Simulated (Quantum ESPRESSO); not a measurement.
## A series of runs on Ba2Cd2Sb3 (C2/m, 14 atoms in the cell)

```cif
data_Ba4Cd4Sb6
_chemical_formula_sum 'Ba4 Cd4 Sb6'
_space_group_name_H-M_alt 'P 1'
_space_group_IT_number 1
_cell_length_a 9.48406
_cell_length_b 9.48406
_cell_length_c 13.56286
_cell_angle_alpha 125.322
_cell_angle_beta 125.322
_cell_angle_gamma 29.866
loop_
_space_group_symop_operation_xyz
  'x, y, z'
loop_
_atom_site_label
_atom_site_type_symbol
_atom_site_fract_x
_atom_site_fract_y
_atom_site_fract_z
_atom_site_occupancy
Ba1 Ba 0.26421 0.26421 0.66270 1
Ba2 Ba 0.73579 0.73579 0.33730 1
Ba3 Ba 0.39823 0.39823 0.05578 1
Ba4 Ba 0.60177 0.60177 0.94422 1
Cd1 Cd 0.04119 0.04119 0.31055 1
Cd2 Cd 0.95881 0.95881 0.68945 1
Cd3 Cd 0.40872 0.40872 0.34603 1
Cd4 Cd 0.59128 0.59128 0.65397 1
Sb1 Sb 0.07997 0.07997 0.12489 1
Sb2 Sb 0.92003 0.92003 0.87511 1
Sb3 Sb 0.15409 0.15409 0.80239 1
Sb4 Sb 0.84591 0.84591 0.19761 1
Sb5 Sb 0.38845 0.38845 0.54305 1
Sb6 Sb 0.61155 0.61155 0.45695 1
```

Base run A: LDA (PZ), GBRV 1.5 ultrasoft (LDA) pseudopotentials (Quantum ESPRESSO), self-consistent single point.

Its settings: ecutwfc = 40 Ry; ecutrho = 200 Ry; occupations = smearing; smearing = fd; degauss = 0.0073499 Ry; potentials = {Ba: ba_lda_v1.uspp.F.UPF, Cd: cd_lda_v1.uspp.F.UPF, Sb: sb_lda_v1.4.uspp.F.UPF}; K_POINTS = automatic 4 4 2 0 0 0; conv_thr = 1e-10 Ry.

The starting cell comes from a database of computed structures (which also holds hypothetical and non-ambient phases and stackings), without a prior relaxation at this level. In the base run, with a pressure of about -3 GPa the cell is away from its equilibrium volume at this level. The run gives no clean gap (levels at the Fermi energy touch, overlap or are partly filled at this smearing), which alone does not show that the compound is a metal.

ΔF is the free energy per atom less that of run A. 

```json
[
 {"run": "A", "degauss, K_POINTS": "0.0073499 Ry, automatic 4 4 2 0 0 0", "ΔF (meV/atom)": "0.00", "pressure (GPa)": "-3.27", "largest force (eV/Å)": "0.127", "TS (meV/atom)": "3.3", "k-points": "14"},
 {"run": "B", "degauss, K_POINTS": "0.002205 Ry, automatic 2 2 1 0 0 0", "ΔF (meV/atom)": "75.9", "pressure (GPa)": "-3.04", "largest force (eV/Å)": "0.325", "TS (meV/atom)": "1.5", "k-points": "3"},
 {"run": "C", "degauss, K_POINTS": "0.0073499 Ry, automatic 2 2 1 0 0 0", "ΔF (meV/atom)": "71.8", "pressure (GPa)": "-3.03", "largest force (eV/Å)": "0.302", "TS (meV/atom)": "7.5", "k-points": "3"},
 {"run": "D", "degauss, K_POINTS": "0.02205 Ry, automatic 2 2 1 0 0 0", "ΔF (meV/atom)": "33.9", "pressure (GPa)": "-2.81", "largest force (eV/Å)": "0.266", "TS (meV/atom)": "103.1", "k-points": "3"}
]
```

Run D against A: The free energy goes up by 33.9 meV/atom, the pressure goes from -3.27 to -2.81 GPa and the largest force goes from 0.127 to 0.266 eV/Å.

Run C against A: The free energy rises by 71.8 meV/atom, the pressure goes from -3.27 to -3.03 GPa and the largest force goes from 0.127 to 0.302 eV/Å.

Run B against A: The free energy goes up by 75.9 meV/atom, the pressure goes from -3.27 to -3.04 GPa and the largest force goes from 0.127 to 0.325 eV/Å.
